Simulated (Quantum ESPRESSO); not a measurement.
Checking a run of Quantum ESPRESSO on Bi2Se3 (R-3m, 5 atoms in the cell). The aim is a self-consistent single point with DFT, PBEsol, plane waves, SSSP 1.1.2 efficiency (PBE) pseudopotentials.

Cell that was meant: a = 10.1115 Å, b = 10.1115 Å, c = 10.1115 Å, α = 23.56°, β = 23.56°, γ = 23.56°.

Part of the input:

```fortran
   celldm(4) = 0.91664730061
   nat = 5
   ntyp = 2
   ecutwfc = 8
   ecutrho = 64
   occupations = 'smearing'
   smearing = 'gaussian'
   degauss = 0.0036749
```

Output (repeated stretches shortened):

```
     G-vector sticks info
     --------------------
     sticks:   dense  smooth     PW     G-vecs:    dense   smooth      PW
   [... lines left out ...]
        k(    2) = (  -0.4898410  -0.2828099   0.0685999), wk =   0.0960000
        k(    3) = (  -0.9796821  -0.5656197   0.1371998), wk =   0.0960000
   [... 16 lines left out ...]

     Dense  grid:     8477 G-vectors     FFT dimensions: (  50,  50,  50)

     Smooth grid:     2925 G-vectors     FFT dimensions: (  36,  36,  36)

     Initial potential from superposition of free atoms

     starting charge      45.9997, renormalised to      48.0000

     negative rho (up, down):  8.374E-02 0.000E+00
     Self-consistent Calculation

     iteration #  1     ecut=     8.00 Ry     beta= 0.70

     negative rho (up, down):  5.305E-02 0.000E+00

     total energy              =    -490.00650831 Ry
     estimated scf accuracy    <       4.69586380 Ry

     iteration #  2     ecut=     8.00 Ry     beta= 0.70

     negative rho (up, down):  5.929E-02 0.000E+00

     total energy              =    -490.51272536 Ry
     estimated scf accuracy    <       2.46235072 Ry

     iteration #  3     ecut=     8.00 Ry     beta= 0.70

     negative rho (up, down):  5.359E-02 0.000E+00

     total energy              =    -490.83640783 Ry
     estimated scf accuracy    <       2.90711264 Ry

   [... 8 blocks of this kind left out ...]

     iteration # 12     ecut=     8.00 Ry     beta= 0.70

     negative rho (up, down):  4.537E-02 0.000E+00

     total energy              =    -491.42703148 Ry
     estimated scf accuracy    <          1.7E-09 Ry

     iteration # 13     ecut=     8.00 Ry     beta= 0.70

     negative rho (up, down):  4.537E-02 0.000E+00
     End of self-consistent calculation

     the Fermi energy is     7.1937 ev

!    total energy              =    -491.42703149 Ry
     estimated scf accuracy    <          2.0E-11 Ry
     smearing contrib. (-TS)   =      -0.00000000 Ry
     internal energy E=F+TS    =    -491.42703148 Ry

     convergence has been achieved in  13 iterations

     negative rho (up, down):  4.537E-02 0.000E+00

     Forces acting on atoms (cartesian axes, Ry/au):

     atom    1 type  1   force =    -0.00000000    0.00000000   -0.06941592
     atom    2 type  1   force =     0.00000000    0.00000000    0.06941592
     atom    3 type  2   force =     0.00000000    0.00000000   -0.00000000
     atom    4 type  2   force =    -0.00000000    0.00000000   -0.00241808
   [... lines left out ...]
     Total force =     0.098228     Total SCF correction =     0.000026
   [... lines left out ...]

     negative rho (up, down):  4.537E-02 0.000E+00
          total   stress  (Ry/bohr**3)                   (kbar)     P=    -4645.71
  -0.03150229   0.00000000   0.00000000        -4634.15        0.00        0.00
  -0.00000000  -0.03150229  -0.00000000           -0.00    -4634.15       -0.00
   0.00000000  -0.00000000  -0.03173807            0.00       -0.00    -4668.83

   JOB DONE.
```

**Question.** Can these results be used? Check the input.

**Answer.** The run is not sound. The fault is a basis or grid far too coarse for these potentials. Far below the cutoff that the potentials were made for, the basis cannot represent the orbitals near the nuclei, and energies, forces and above all the stress go wrong. To fix it, restore the cutoff that the potentials need and check convergence. The run converged in 13 iterations without an error; against the sound input the free energy rises by 22.1 eV/atom, the pressure goes from -0.35 to -464.6 GPa, the largest force goes from 0.181 to 1.785 eV/Å and the gap on the mesh goes from 0.341 to 0.313 eV.

An input that runs soundly differs in these lines (not the only fix; some lines may just follow from the change or write a value another way):
```diff
-   ecutwfc = 8
-   ecutrho = 64
+   ecutwfc = 40
+   ecutrho = 320
```

With that input, the run converged in 12 iterations: free energy E − TS -6796.5584 eV; top of the valence band (on the code's own zero) 7.29 eV; gap on the k-point mesh 0.34 eV; pressure -0.35 GPa; largest force (vector length) 0.181 eV/Å (DFT, PBEsol, plane waves, SSSP 1.1.2 efficiency (PBE) pseudopotentials).

On the sound input: the starting cell comes from a database of computed structures (which also holds hypothetical and non-ambient phases and stackings), without a prior relaxation at this level. Its lattice was rescaled by a random factor within 2.5 % of one. Spin-orbit coupling is off.
